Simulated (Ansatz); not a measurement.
The reference is Cu3N (space group Pm-3m, No. 221; a = 3.8269 Å).

Level of theory: DFT with PBE, PAW potentials and a 420 eV plane-wave cutoff in Ansatz (a program for electronic structure), scalar-relativistic without spin-orbit coupling.

Base values:

| Quantity | Result |
|---|---|
| Density | 6.06 g/cm³ |

It is then changed as follows: cell and atoms relaxed at a pressure of 1.5 GPa.

Q: What does the calculation give for the density after the change?

A: The density increases by 0.08 g/cm³ (6.06 g/cm³ → 6.14 g/cm³).

Load acts through the strain it causes; cell and atoms are relaxed under it. No phonon test of stability was made. All final runs are without spin polarisation.
